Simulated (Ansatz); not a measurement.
Take SiC in the wurtzite structure (space group P6_3mc, No. 186; a = 3.092 Å, c = 5.074 Å) as the base.

The values are results of PBE, PAW, 420 eV (Ansatz, a first-principles code; spin-orbit coupling left out), not measurements.

For the base:

The valence-band top at Γ is 0.00, 0.00, -0.11 eV and the band gap comes out as 2.31 eV.

Perturbation: every lattice vector is stretched by 1.80 %; the atoms relax in the strained cell.

Task: How does this affect the valence-band top at Γ and band gap?

Result: The valence-band top at Γ (three highest levels, from the VBM) changes from 0.00, 0.00, -0.11 eV to 0.00, 0.00, -0.10 eV; the band gap increases by 0.09 eV to 2.40 eV.

Whether these cells are dynamically stable was not tested.
